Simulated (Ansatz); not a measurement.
Given:

```yaml
crystal:
  lattice:
    - [0.00000, 1.95386, 1.95386]
    - [1.95386, 0.00000, 1.95386]
    - [1.95386, 1.95386, 0.00000]
  atoms:
    - { symbol: Ir, position: [0.00000, 0.00000, 0.00000] }
```

No spin polarisation.

Level of theory: PBEsol (Ansatz, a first-principles code, PAW, without spin-orbit coupling). Γ-centred 29×29×29 mesh, Fermi–Dirac width 0.1 eV.

Problem. Predict the pressure, band gap and space group.

Solution. 
```json
{
  "pressure": "-19.7 GPa",
  "band_gap": "zero",
  "space_group": "Fm-3m (No. 225)"
}
```

The cells carry an imposed strain or load. Stability against distortions was not tested. The final runs are not spin-polarised. The cell was made from Ir in the fcc (Cu type) structure (space group Fm-3m, No. 225) by this change: isotropic strain +2.00 %.
